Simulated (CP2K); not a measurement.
Band structure of NiSi2 (Fm-3m, 3 atoms in the cell).

```
CELL_PARAMETERS angstrom
      3.82545     0.00000     0.00000
      1.91272     3.31293     0.00000
      1.91272     1.10431     3.12346
ATOMIC_POSITIONS crystal
  Si 0.25000 0.25000 0.25000
  Si 0.75000 0.75000 0.75000
  Ni 0.00000 0.00000 0.00000
```

Method: PBE, GPW, DZVP-MOLOPT-SR-GTH basis, GTH-PBE potentials (GTH_POTENTIALS) (CP2K 2026.2).

Settings: CUTOFF = 600 Ry; REL_CUTOFF = 60 Ry; SMEAR/METHOD = FERMI_DIRAC; ELECTRONIC_TEMPERATURE = 1578.21 K; KPOINTS/SCHEME = MONKHORST-PACK 11 11 11; XC_FUNCTIONAL = PBE; Si/BASIS_SET = DZVP-MOLOPT-SR-GTH-q4; Si/POTENTIAL = GTH-PBE-q4; Ni/BASIS_SET = DZVP-MOLOPT-SR-GTH-q18; Ni/POTENTIAL = GTH-PBE-q18; METHOD = GPW; EPS_DEFAULT = 1e-10; EXTRAPOLATION = USE_GUESS; NGRIDS = 5.

The starting cell has typed, rounded lattice constants, without a prior relaxation at this level. Spin polarisation is off. Values carry the incompleteness of an atom-centred basis.

Levels in eV from the Fermi level, bands 10 to 15:
| point | 10 | 11 | 12 | 13 | 14 | 15 |
|---|---|---|---|---|---|---|
| Γ | -3.44 | -0.37 | 1.77 | 1.77 | 1.77 | 2.33 |
| X | -3.52 | -3.52 | -3.37 | -3.00 | -0.37 | 1.43 |
| W | -3.67 | -3.52 | -3.08 | -2.35 | 2.25 | 2.25 |
| K | -3.72 | -3.34 | -2.84 | -2.56 | 0.23 | 3.76 |
| L | -3.24 | -3.24 | -1.46 | -1.46 | 1.83 | 1.85 |
| U | -3.72 | -3.34 | -2.84 | -2.56 | 0.23 | 3.76 |

Bands cross the Fermi level along this path, so the cell is metallic at this level.

Higher empty bands are left out: an atom-centred basis made for the valence describes them poorly.
